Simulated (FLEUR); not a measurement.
Band structure of ZrGa5Co (P4/mmm, 7 atoms in the cell).

```xyz
7
Lattice="4.1060 0.0000 0.0000 0.0000 4.1060 0.0000 0.0000 0.0000 6.5723" Properties=species:S:1:pos:R:3 pbc="T T T"
Zr     0.0000     0.0000     0.0000
Ga     0.0000     2.0530     2.0074
Ga     0.0000     2.0530     4.5649
Ga     2.0530     0.0000     2.0074
Ga     2.0530     0.0000     4.5649
Ga     2.0530     2.0530     0.0000
Co     0.0000     0.0000     3.2862
```

Computed with PBEsol, all-electron FLAPW (FLEUR), scalar-relativistic valence run with FLEUR.

Settings: Kmax = 3.8 1/bohr; GmaxXC = 13.3 1/bohr; xcFunctional = PBEs; jspins = 1; l_soc = F; mode = hist; fermiSmearingEnergy = 0.00367493 Htr; mesh (inpgen div1-3) = 5 5 3; inpgen gamma flag = false; Gmax = 13.3 1/bohr; numbands = 0; maxIterBroyd = 99; imix = Anderson; alpha = 0.05.

The starting cell comes from a database of computed structures (which also holds hypothetical and non-ambient phases and stackings), without a prior relaxation at this level. Spin polarisation is off. Values depend on the basis (sphere radii, cutoffs, local orbitals), which need not be converged.

Levels in eV from the Fermi level, bands 43 to 50:
| point | 43 | 44 | 45 | 46 | 47 | 48 | 49 | 50 |
|---|---|---|---|---|---|---|---|---|
| Γ | -1.47 | -0.53 | -0.03 | -0.03 | 0.93 | 0.96 | 1.56 | 1.56 |
| X | -1.52 | -1.48 | 0.08 | 0.33 | 0.91 | 1.32 | 1.55 | 1.57 |
| M | -2.67 | -1.79 | -1.49 | -1.21 | -1.21 | 0.13 | 1.78 | 1.89 |
| Z | -1.47 | -1.13 | -0.09 | -0.09 | 0.27 | 0.93 | 2.05 | 2.05 |
| R | -2.02 | -1.62 | -1.37 | 0.28 | 0.34 | 1.04 | 1.35 | 2.11 |
| A | -1.77 | -1.73 | -1.73 | -1.42 | -1.05 | 0.67 | 1.75 | 1.85 |
